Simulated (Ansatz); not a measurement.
Cost and result by functional for the adsorption energy of H on the 1x1 (101) surface of anatase TiO2 (cut with top plane O), one in a 2x1 cell, started at the site 'top O', in Ansatz (plane waves, PAW). Single points on the PBE structure, on one kind of machine; costs are rough ratios of the slab run's core time (references not counted) to the cheapest single point. r2SCAN's cost holds its higher cutoff (500 against 420 eV). Differences are taken against r2SCAN for comparison alone: no measured value is at hand, so the table doesn't rank accuracy. The points keep PBE's geometry, so the relaxation of a polaron and the settling of charge on one site are left out.

Host crystal: anatase TiO2, with a band gap (PBE, scalar-relativistic without spin-orbit coupling).

Slab: 37 atoms, 9.4 Å thick at the start under the adsorbate (thin: gaps and levels are the slab's own); k 3x4x1, smearing 0.01 eV, dipole-corrected; 14 atoms held, the rest relaxed; no symmetry held; spin-polarised, ending with about 0.5 μB a cell, a value that depends on the mesh; orders that need a larger cell were not tried, no spin-orbit, no U, no dispersion correction. The slab shows no gap over 0.04 eV on its mesh. At the end it is bonded to O. In PBE it is, or lies within 0.03 eV of, the lowest of the starts that converged. These notes are the PBE run's. r2SCAN: The program's check for a lower electronic state was not made. Adsorption energies are against ½ H2(g). A negative adsorption energy means that the adsorbate is more stable on the surface than in its reference.

```csv
functional,relative cost,adsorption energy (eV),less r2SCAN (eV)
RPBE,1,0.41,0.17
r2SCAN,2,0.24,0.00
PBE (the relaxed run's value),–,0.24,-0.01
```

The values span 0.17 eV, while the single points' costs differ by a factor of roughly 2. Differences are of unrounded values.

Ansatz is a program for electronic structure.
